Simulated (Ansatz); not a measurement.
Band structure of K₃Sr (P6_3/mmc, 8 atoms in the cell).

```yaml
crystal:
  lattice:
    - [9.05956, 0.00000, 0.00000]
    - [-4.52978, 7.84581, 0.00000]
    - [0.00000, 0.00000, 7.39045]
  atoms:
    - { symbol: K, position: [0.33589, 0.16795, 0.75000] }
    - { symbol: K, position: [0.66411, 0.83205, 0.25000] }
    - { symbol: K, position: [0.16795, 0.33589, 0.25000] }
    - { symbol: K, position: [0.83205, 0.66411, 0.75000] }
    - { symbol: K, position: [0.83205, 0.16795, 0.75000] }
    - { symbol: K, position: [0.16795, 0.83205, 0.25000] }
    - { symbol: Sr, position: [0.66667, 0.33333, 0.25000] }
    - { symbol: Sr, position: [0.33333, 0.66667, 0.75000] }
```

Method: PBEsol, PAW files made with PBE (plane waves; Ansatz, a program for electronic structure).

Settings: basis.ecutwfc = 420 eV; kpoints.mp_grid.grid = 2 2 2; hamiltonian.xc = pbesol; hamiltonian.pseudopotentials = {kind: paw} (the program's default PAW files); scf.occupations.method = fermi_dirac; scf.occupations.width = 0.136 eV; kpoints.band_path.npoints = 8.

The starting cell comes from a database of computed structures (which also holds hypothetical and non-ambient phases and stackings), without a prior relaxation at this level. Its lattice was rescaled by a random factor within 2.5 % of one.

Levels in eV from the Fermi level, bands 33 to 40:
```
point     33     34     35     36     37     38     39     40
-----  -----  -----  -----  -----  -----  -----  -----  -----
Γ      -2.67  -0.72  -0.11  -0.11  -0.06  -0.03  -0.03   0.16
M      -2.10  -1.85  -0.76  -0.53   0.41   0.54   0.55   0.64
K      -1.87  -1.87  -1.42   0.45   0.50   0.50   0.59   0.59
A      -1.90  -1.90   0.12   0.12   0.14   0.14   0.14   0.14
L      -1.46  -1.46  -0.99  -0.99  -0.04  -0.04  -0.03  -0.03
H      -1.37  -1.37  -0.85  -0.85  -0.74  -0.74   0.77   0.77
```

Bands cross the Fermi level along this path, so the cell is metallic at this level.

Keys are those of Ansatz 0.2.
